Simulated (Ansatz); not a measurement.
The reference is a 14-atom supercell of AlRu in the CsCl type structure (space group Pm-3m, No. 221; a = 3.004 Å) at its relaxed geometry.

Level of theory: PBE (Ansatz, a quantum-chemistry and plane-wave program), without spin-orbit coupling.

Base values:

| Property | Result |
|---|---|
| Pressure | 0.1 GPa |

Perturbation: one Ru atom is added in an open site, starting 1.68 Å from the nearest host atom, atoms relaxed at fixed cell, starting from a slightly rattled geometry.

Task: What does the calculation give for the pressure, final site of the added atom and largest displacement of a host atom from its site in the perfect cell after the change?

Result: The pressure rises by 32.2 GPa (0.1 GPa → 32.3 GPa); the final site of the added atom amounts to 6 Ru at 2.16–3.16 Å and 6 Al at 2.25–2.98 Å; the largest displacement of a host atom from its site in the perfect cell comes out as 1.07 Å.

In so small a cell the defect repeats every few ångströms: this is an ordered compound, not a dilute defect. All final runs are without spin polarisation. The defect cell is not spin-polarised.
